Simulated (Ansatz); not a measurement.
An Ansatz (a first-principles code) input (PBEsol-D3(BJ)/PAW in Ansatz, no spin-orbit coupling):

Ansatz 0.2 input:
```yaml
crystal:
  lattice:
    - [3.0903411423, 0, 0]
    - [-1.5451705712, 2.6763139356, 0]
    - [0, 0, 11.6387295498]
  atoms:
    - { symbol: Mo, position: [0.6666666667, 0.3333333333, 0.25] }
    - { symbol: Mo, position: [0.3333333333, 0.6666666667, 0.75] }
    - { symbol: S, position: [0.6666666667, 0.3333333333, 0.8835074221] }
    - { symbol: S, position: [0.3333333333, 0.6666666667, 0.3835074221] }
    - { symbol: S, position: [0.3333333333, 0.6666666667, 0.1164925779] }
    - { symbol: S, position: [0.6666666667, 0.3333333333, 0.6164925779] }
basis: { ecutwfc: 420, ecutrho_ratio: 4, xc_grid: 2, fft_grid_basis: typed }
kpoints: { mp_grid: { grid: [12, 12, 3] } }
hamiltonian:
  xc: pbesol
  dispersion: d3bj
  pseudopotentials: { kind: paw }
scf: { occupations: { method: fermi_dirac, width: 0.05 }, convergence: { dr2_threshold: 0.0000000006 } }
relax: { f_tol: 0.005, max_steps: 50 }
output: { forces: true, stress: true }
checkpoint: { write: state.ck, write_every: 1000 }
```

Task: Which symmetry and how many k-points will the program report, and about how many plane waves at Γ?

Result: Space group P63/mmc (ITA 194) with 24 operations, k-points 38 of 432, and 1863 plane waves at Γ.

Task: And the final pressure?

Result: 1.65 GPa (compression positive).

The cells carry an imposed strain or load. No phonon test of stability was made. The cell was made from MoS2 (space group P6_3/mmc, No. 194; layered, stacked along the Cartesian z axis) by this change: isotropic strain −0.60 %.
